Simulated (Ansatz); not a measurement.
Consider ZnS in the zinc blende structure (space group F-43m, No. 216; a = 5.3566 Å). Axes: x, y, z lie along the cube axes.

Computed with Kohn–Sham DFT with the PBEsol functional, run in Ansatz (a quantum-chemistry and plane-wave program) with PAW and 420 eV plane waves, no SOC.

Base values:

| Property | Value |
|---|---|
| Gap character | direct at Γ |
| Valence-band top at Γ | 0.00, 0.00, 0.00 eV |
| Band gap | 2.09 eV |

It is then changed as follows: biaxial strain −0.42 %, plane normal [111], relaxed out of plane (Cartesian); in-plane vectors clamped, the third vector and the atoms free.

Task: Predict the new out-of-plane strain, gap character, energy relative to the base, valence-band top at Γ and band gap.

Result: The out-of-plane strain is +0.27 %; the gap character stays direct at Γ; the energy grows by 0.3 meV/atom; the valence-band top at Γ (three highest levels, from the VBM) changes from 0.00, 0.00, 0.00 eV to 0.00, 0.00, -0.04 eV; the band gap grows by 0.01 eV to 2.10 eV.

Whether these cells are dynamically stable was not tested. Labels are those of the standard path for the cell's own space group.
